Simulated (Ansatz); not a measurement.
A 32-atom cell of (Si,Sn) started in the diamond structure, site fractions Si 0.500, Sn 0.500, short-range order +0.38 among the nearest mixed sites (0 is random, a negative value favours unlike neighbours), space group P1 at the end. The mixed sublattice has 32 sites.

The mixing enthalpy is taken against the end members in the diamond type, relaxed in the same cell and mesh.

Level of theory: PBE (plane waves to 420 eV, PAW; Ansatz, a first-principles code). Scalar-relativistic, without spin–orbit coupling. Its k-point mesh 3×3×3, Fermi–Dirac width 0.01 eV.

```csv
cell,energy at zero smearing (eV)
Si,-20345.921
Sn,-192774.776
SnSi,-106555.547
```

Q: Work out the mixing enthalpy per mixed site and the interaction parameter Ω of a regular solution.

A: With x = 16/32 of the second end member, ΔH = [-106555.547 − 16/32 × (-20345.921) − 16/32 × (-192774.776)] / 32 = 150.0 meV against the separate end members. Ω = ΔH / x(1 − x) = 600 meV.
